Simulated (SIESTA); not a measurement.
## A self-consistent single point of AlInSb₂ (P-4m2, 4 atoms in the cell) with SIESTA

Method: GGA PBEsol, numerical atomic orbitals DZP, PseudoDojo PBEsol standard norm-conserving potentials (rewritten from UPF to PSML) run with SIESTA.

Input as run:

```
# files in the folder: Al.psml In.psml Sb.psml (PseudoDojo PBEsol standard)
SystemName  AlInSb2
SystemLabel alinsb2

NumberOfAtoms                4
NumberOfSpecies              3
%block ChemicalSpeciesLabel
  1 13 Al
  2 49 In
  3 51 Sb
%endblock ChemicalSpeciesLabel
LatticeConstant              4.420553 Ang
%block LatticeVectors
     1.000000000    0.000000000    0.000000000
     0.000000000    1.000000000    0.000000000
     0.000000000    0.000000000    1.408916939
%endblock LatticeVectors
AtomicCoordinatesFormat      Bohr
%block AtomicCoordinatesAndAtomicSpecies
     0.000000000    0.000000000    0.000000000  1
     4.176817245    4.176817245    5.884788566  2
     0.000000000    4.176817245    2.746666215  3
     4.176817245    0.000000000    9.022910916  3
%endblock AtomicCoordinatesAndAtomicSpecies

XC.functional                GGA
XC.authors                   PBEsol
PAO.BasisSize                DZP
PAO.EnergyShift              0.005 Ry
MeshCutoff                   300 Ry
%block kgrid.MonkhorstPack
    4   0   0  0.0
    0   4   0  0.0
    0   0   3  0.0
%endblock kgrid.MonkhorstPack
OccupationFunction           FD
ElectronicTemperature        232.09 K

MaxSCFIterations             150
SCF.Mixer.Method             Pulay
SCF.Mixer.Weight             0.2
SCF.Mixer.History            8
SCF.DM.Tolerance             1.0E-05
Diag.ParallelOverK           true
WriteForces                  true
```

Log, with long lists cut:

```
reinit: Reading from file input.fdf

reinit: System Name: AlInSb2
reinit: System Label: alinsb2

coor:   Atomic-coordinates input format  =     Cartesian coordinates
coor:                                            (in Bohr units)

siesta: Atomic coordinates (Bohr) and species
siesta:      0.00000   0.00000   0.00000  1        1
siesta:      4.17682   4.17682   5.88479  2        2
siesta:      0.00000   4.17682   2.74667  3        3
siesta:      4.17682   0.00000   9.02291  3        4

siesta: System type = bulk

initatomlists: Number of atoms, orbitals, and projectors:      4    67   100

siesta: ******************** Simulation parameters ****************************
redata: Spin configuration                          = none
redata: Time-Reversal Symmetry                      = T
redata: Number of Atomic Species                    =        3
redata: Mesh Cutoff                                 =   300.0000 Ry
redata: Net charge of the system                    =     0.0000 |e|
redata: Min. number of SCF Iter                     =        0
redata: Max. number of SCF Iter                     =      150
redata: SCF convergence failure will abort job
redata: SCF mix quantity                            = Hamiltonian
redata: Mix DM or H after convergence               =   F
redata: Recompute H after scf cycle                 =   F
redata: Mix DM in first SCF step                    =   T
redata: No kicks to SCF
redata: DM Mixing Weight for Kicks                  =     0.5000
redata: Require Harris convergence for SCF          =   F
redata: Harris energy tolerance for SCF             =     0.000100 eV
redata: Require DM convergence for SCF              =   T
redata: DM tolerance for SCF                        =     0.000010
redata: Require EDM convergence for SCF             =   F
redata: EDM tolerance for SCF                       =     0.001000 eV
redata: Require H convergence for SCF               =   T
redata: Hamiltonian tolerance for SCF               =     0.001000 eV
redata: Require (free) Energy convergence for SCF   =   F
redata: (free) Energy tolerance for SCF             =     0.000100 eV
redata: Using DFT-D3 dispersion                     =   F
redata: Using Saved Data (generic)                  =   F
redata: Method of Calculation                       = Diagonalization
redata: Electronic Temperature                      =   232.0900 K
redata: Number of TDED substeps                     =        3
redata: Dynamics option                             = Single-point calculation
redata: Save all siesta data in one NC              =   F
redata: ***********************************************************************

%block SCF.Mixers
  Pulay
%endblock SCF.Mixers

%block SCF.Mixer.Pulay
  # Mixing method
  method pulay
  variant stable

  # Mixing options
  weight 0.2000
  weight.linear 0.2000
  history 8
%endblock SCF.Mixer.Pulay

DM_history_depth set to one: no extrapolation allowed by default for geometry relaxation
Size of DM history Fstack: 1
Total number of electrons:    46.000000
Total ionic charge:    46.000000

* ProcessorY, Blocksize:    1  64

* Orbital distribution balance (max,min):    67    67

k-point displ. along   1 input, could be:     0.00    0.50
k-point displ. along   2 input, could be:     0.00    0.50
 Kpoints in:           32 . Kpoints trimmed:           28

siesta: k-grid: Number of k-points = 28
siesta: k-points from Monkhorst-Pack grid
siesta: k-cutoff (effective) =     8.841 Ang
siesta: k-point supercell and displacements
siesta: k-grid:     4     0     0      0.000
siesta: k-grid:     0     4     0      0.000
siesta: k-grid:     0     0     3      0.000

diag: Algorithm                                     = D&C
diag: Parallel over k                               =   F
diag: Use parallel 2D distribution                  =   F
diag: Parallel block-size                           = 64
diag: Parallel distribution                         =     1 x     1
diag: Used triangular part                          = Lower
diag: Absolute tolerance                            =  0.100E-15
diag: Orthogonalization factor                      =  0.100E-05
diag: Memory factor                                 =  1.0000

superc: Internal auxiliary supercell:     5 x     5 x     5  =     125
superc: Number of atoms, orbitals, and projectors:    500   8375  12500

                        Single-point calculation

superc: Internal auxiliary supercell:     5 x     5 x     5  =     125
superc: Number of atoms, orbitals, and projectors:    500   8375  12500

outcell: Unit cell vectors (Ang):
        4.420553    0.000000    0.000000
        0.000000    4.420553    0.000000
        0.000000    0.000000    6.228192

outcell: Cell vector modules (Ang)   :    4.420553    4.420553    6.228192
outcell: Cell angles (23,13,12) (deg):     90.0000     90.0000     90.0000
outcell: Cell volume (Ang**3)        :    121.7069
new_DM -- step:     1
Initializing Density Matrix...

Attempting to read DM from file... Failed...
DM filled with atomic data:

InitMesh: MESH = 48 x 48 x 72 = 165888
InitMesh: Mesh cutoff (required, used) =   300.000   325.860 Ry

stepf: Fermi-Dirac step function

        iscf     Eharris(eV)        E_KS(eV)     FreeEng(eV)     dDmax    Ef(eV) dHmax(eV)
   scf:    1    -6801.607120    -6804.919298    -6804.919298  1.582437 -3.961712  3.733172
   scf:    2    -6805.293469    -6805.128633    -6805.128633  0.048987 -3.948176  2.098950
   scf:    3    -6805.265971    -6805.209950    -6805.209950  0.055557 -4.028003  0.602657
   scf:    4    -6805.239432    -6805.227277    -6805.227277  0.042258 -4.032131  0.106272
   scf:    5    -6805.228144    -6805.227804    -6805.227804  0.007888 -4.001870  0.014591
   scf:    6    -6805.227859    -6805.227839    -6805.227839  0.002152 -4.021759  0.021258
   scf:    7    -6805.227854    -6805.227848    -6805.227848  0.001073 -4.013741  0.002258
   scf:    8    -6805.227849    -6805.227848    -6805.227848  0.000207 -4.012195  0.001032
   scf:    9    -6805.227848    -6805.227848    -6805.227848  0.000119 -4.013010  0.001646
   scf:   10    -6805.227848    -6805.227848    -6805.227848  0.000067 -4.012484  0.000066
   scf:   11    -6805.227848    -6805.227848    -6805.227848  0.000003 -4.012468  0.000010

SCF Convergence by DM+H criterion
max |DM_out - DM_in|         :     0.0000032850
max |H_out - H_in|      (eV) :     0.0000098557
SCF cycle converged after 11 iterations

Using DM_out to compute the final energy and forces

siesta: E_KS(eV) =            -6805.2278

siesta: E_KS - E_eggbox =     -6805.2278

siesta: Atomic forces (eV/Ang):
     1   -0.000000   -0.000000    0.000000
     2   -0.000000   -0.000000    0.000000
     3    0.000000   -0.000000   -0.112422
     4    0.000000   -0.000000    0.112422
   Tot    0.000000   -0.000000   -0.000000
   Max    0.112422
   Res    0.045896    sqrt( Sum f_i^2 / 3N )
   Max    0.112422    constrained

Stress tensor Voigt[x,y,z,yz,xz,xy] (kbar):      -29.73      -29.73      -22.49       -0.00       -0.00        0.00
(Free)E + p*V (eV/cell)    -6803.1527
Target enthalpy (eV/cell)    -6805.2278

siesta: Program's energy decomposition (eV):
siesta: Ebs     =      -996.750656
siesta: Eions   =      6848.963777
siesta: Ena     =       749.275400
siesta: Ekin    =      4039.199110
siesta: Enl     =     -2965.306261
siesta: Eso     =         0.000000
siesta: Edftu   =         0.000000
siesta: DEna    =        10.068890
siesta: DUscf   =         0.647240
siesta: DUext   =         0.000000
siesta: Ex      =     -1674.836575
siesta: Ec      =      -115.311875
siesta: Exc     =     -1790.148450
siesta: Eharris =     -6805.227848
siesta: Etot    =     -6805.227848
siesta: FreeEng =     -6805.227848

siesta: Atomic forces (eV/Ang):
siesta:      1   -0.000000   -0.000000    0.000000
siesta:      2   -0.000000   -0.000000    0.000000
siesta:      3    0.000000   -0.000000   -0.112422
siesta:      4    0.000000   -0.000000    0.112422
siesta: ----------------------------------------
siesta:    Tot    0.000000   -0.000000   -0.000000

siesta: Stress tensor (static) (eV/Ang**3):
siesta:    -0.018558    0.000000   -0.000000
siesta:     0.000000   -0.018558   -0.000000
siesta:    -0.000000   -0.000000   -0.014035

siesta: Cell volume =        121.706899 Ang**3

siesta: Pressure (static):
siesta:                Solid            Molecule  Units
siesta:           0.00018570          0.00017456  Ry/Bohr**3
siesta:           0.01705016          0.01602754  eV/Ang**3
siesta:          27.31736621         25.67894221  kBar
```

The run converged in 11 iterations.

The starting cell comes from a database of computed structures (which also holds hypothetical and non-ambient phases and stackings), without a prior relaxation at this level. Its lattice was rescaled by a random factor within 2.5 % of one. Values carry the incompleteness of an atom-centred basis.

Cost on one core of a shared machine: roughly 80 s.
